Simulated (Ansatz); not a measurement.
The starting structures come from a database of crystals and need not be the phases stable at ambient conditions.

 Where the default PAW files enter, the runs use the earlier of Ansatz's two default sets.

Crystal: Li$_{3}$Sb (Fm-3m, not sure to be the ambient phase, 4 atoms a cell, 17.5 Å³ an atom); planes in its conventional cell.

Method: r2SCAN (plane waves, PAW; Ansatz, an electronic-structure program).

No gap correction and no spin-orbit coupling; mid-gap values are interpolated between computed energies.

| plane | area of the cell (Å²) | mid-gap κ (1/Å) | largest κ in the gap (1/Å) |
|---|---|---|---|
| (111) | 18.5 | 0.12 | 0.14 |
| (001) | 21.4 | ___ | ___ |
| (110) | 30.3 | ___ | 0.14 |

The slowest decay depends on the direction. Supply the withheld values.


- (001), mid-gap κ (1/Å): 0.17
- (001), largest κ in the gap (1/Å): 0.17
- (110), mid-gap κ (1/Å): 0.13
